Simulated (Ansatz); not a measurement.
Worked example: self-consistent single point of LuAu₂ (I4mm, 3 atoms in the cell) in Ansatz (a first-principles code).

Method: LDA (PW92), harder PAW files (source: ansatz) made with PBE (plane waves; Ansatz).

The change in words: lattice scaled by 0.98; basis.ecutwfc: 420 eV → 815 eV; hamiltonian.pseudopotentials: {kind: paw} (the program's default PAW files) → {kind: paw, source: ansatz}. Reference geometry:
```yaml
crystal:
  lattice:
    - [-1.83158, 1.83158, 4.47095]
    - [1.83158, -1.83158, 4.47095]
    - [1.83158, 1.83158, -4.47095]
  atoms:
    - { symbol: Lu, position: [0.00559, 0.00559, 0.00000] }
    - { symbol: Au, position: [0.66394, 0.66394, 0.00000] }
    - { symbol: Au, position: [0.33606, 0.33606, 0.00000] }
```

Reference input (self-consistent single point, DFT, LDA (PW92), plane waves, default PAW files made with PBE): basis.ecutwfc = 420 eV; kpoints.mp_grid.grid = 9 9 9; hamiltonian.xc = lda; hamiltonian.pseudopotentials = {kind: paw} (the program's default PAW files); scf.occupations.method = gaussian; scf.occupations.width = 0.1 eV. This run's input differs from it in these lines:

Ansatz 0.2 input:
```diff
@@ -3,5 +3,5 @@
   lattice:
-    - [-1.831582, 1.831582, 4.470949]
-    - [1.831582, -1.831582, 4.470949]
-    - [1.831582, 1.831582, -4.470949]
+    - [-1.794950, 1.794950, 4.381530]
+    - [1.794950, -1.794950, 4.381530]
+    - [1.794950, 1.794950, -4.381530]
   atoms:
@@ -11,3 +11,3 @@
 basis:
-  ecutwfc: 420.0
+  ecutwfc: 815.0
 kpoints:
@@ -16,3 +16,3 @@
   xc: lda
-  pseudopotentials: { kind: paw }
+  pseudopotentials: { kind: paw, source: ansatz }
 scf:
```

The program printed (abridged):

```
SCF iter   1: F=—  HF=-40318.515748 eV  |F-HF|=—  |Δ(HF+E_count)|=         —  Δρ=3.41e-1  dr2=1.37e2  ethr=3.10e-3  ⟨swp⟩=6.5  Hψ=12521  notcnv=0
all-band conjugate gradients solve this SCF's bands
preconditioner: auto → Kerker (q_TF=auto, 2.779 Å⁻¹)
SCF iter   2: F=—  HF=-40305.951432 eV  |F-HF|=—  |Δ(HF+E_count)|=    1.26e1  Δρ=1.72e-1  dr2=3.66e1  ethr=3.10e-3  ⟨swp⟩=5.2  Hψ=7390  notcnv=0  defer=98
   [... lines left out ...]
SCF iter   7: F=—  HF=-40299.088129 eV  |F-HF|=—  |Δ(HF+E_count)|=   3.44e-3  Δρ=1.14e-3  dr2=1.01e-3  ethr=2.70e-5  ⟨swp⟩=2.0  Hψ=4142  notcnv=0  defer=121
SCF iter   8: F=—  HF=-40299.087816 eV  |F-HF|=—  |Δ(HF+E_count)|=   3.14e-4  Δρ=1.71e-4  dr2=1.91e-5  ethr=1.60e-6  ⟨swp⟩=2.2  Hψ=4219  notcnv=0  defer=121
SCF iter   9: F=—  HF=-40299.087534 eV  |F-HF|=—  |Δ(HF+E_count)|=   2.82e-4  Δρ=6.03e-5  dr2=3.76e-6  ethr=3.02e-8  ⟨swp⟩=2.1  Hψ=4128  notcnv=0  defer=121
SCF iter  10: F=-40299.087533 eV  HF=-40299.087533 eV  |F-HF|=3.63e-8  |Δ(HF+E_count)|=   1.04e-6  Δρ=7.06e-6  dr2=3.76e-8  ethr=1.59e-10  ⟨swp⟩=16.8  Hψ=21332  notcnv=0
SCF 1 converged in 10 iterations: F = -40299.087533 eV  dr2 = 3.76e-8
Free energy (F): -40299.087533 eV
Internal energy: -40299.082085 eV  (E = F + TS)
E sigma→0 (E₀):  -40299.084809 eV
Entropy (-TS):   -0.005448 eV (-1.816 meV/atom)
Fermi energy:    19.672519 eV
--- Forces (eV/Å), atoms counted from 1 ---
  atom   1  Lu    -0.00000000     0.00000000    -0.40446548
  atom   2  Au     0.00000000     0.00000000     0.32768274
  atom   3  Au    -0.00000000    -0.00000000     0.07697160
--- Stress (GPa, compression-positive) ---
       -0.817162       0.000000      -0.000000
        0.000000      -0.817162      -0.000000
       -0.000000      -0.000000      -0.620413
  P = ⅓ Tr σ = -0.7516 GPa (-7.516 kbar)
  The stress holds the Pulay correction. Without it, at fixed plane waves, as pw.x and ABINIT print it: P = -0.7530 GPa
```

The run converged in 10 iterations. Against the reference run the pressure goes from -7.95 to -0.75 GPa and the largest force goes from 0.303 to 0.404 eV/Å.

The starting cell comes from a database of computed structures (which also holds hypothetical and non-ambient phases and stackings), without a prior relaxation at this level. Its lattice was rescaled by up to half a per cent. One atom was moved a little off its site on purpose. For this run, on top of that: lattice scaled by 0.98. Ansatz's pressure includes its estimate of the finite-basis (Pulay) stress.

Cost on one core of a shared machine: roughly 60 s.
